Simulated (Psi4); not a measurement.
Psi4 1.11, PBE/def2-svp: Ta(O)(OSiH3)3 ([O]=[Ta]([O][SiH3])([O][SiH3])[O][SiH3]), 17 atoms. The geometry is a generated start, not checked to be a minimum at this level.

* **task**: energy
* **method**: pbe
* **basis**: def2-svp
* **memory**: 3 GB
* **maxiter**: 100
* **keys of the molecule block**: symmetry c1
* **scf_type**: df (default)
* **guess**: auto, which took SAD (default)
* **scf_initial_accelerator**: adiis (default)
* **e_convergence**: 1e-06 (default)
* **d_convergence**: 1e-06 (default)
* **dft_radial_points**: 75 (default)
* **dft_spherical_points**: 302 (default)
* **effective core potentials**: those of the basis set, past Kr
* **basis functions**: 187
* **grid points**: 364933

```xyz
17

Ta     0.1486     0.4444     0.1175
O      0.6189     2.0884    -0.0624
O     -1.6522     0.2852    -0.3998
Si    -3.0447     0.5359    -1.2013
H     -2.7928     1.5365    -2.2454
H     -4.0231     0.9818    -0.2015
H     -3.4147    -0.7684    -1.7731
O      0.4098    -0.0661     1.9076
Si     0.7985     0.0319     3.4832
H      0.3467     1.3390     3.9729
H      2.2531    -0.1402     3.5837
H      0.0811    -1.0762     4.1283
O      1.1868    -0.5994    -1.0501
Si     2.0970    -1.0461    -2.3186
H      3.3779    -1.5042    -1.7648
H      2.2442     0.1082    -3.2154
H      1.3647    -2.1508    -2.9608
```

Charge 0 and multiplicity 1 are set for this test and not shown to be the ground state.

One run each on 2 threads. Values of diis_max_vecs tried: 3, 6, 10 (default), 20.

### Question
How does the count of SCF iterations change with diis_max_vecs, and where is it least?

### Answer
Fewest SCF iterations, within one of each other: 10 (default) with 11, 20 with 11. The count rises to 40 at 3. All converge to one solution.

```tsv
diis_max_vecs	SCF iterations	end
3	40	same solution
6	13	same solution
10 (default)	11	same solution
20	11	same solution
```
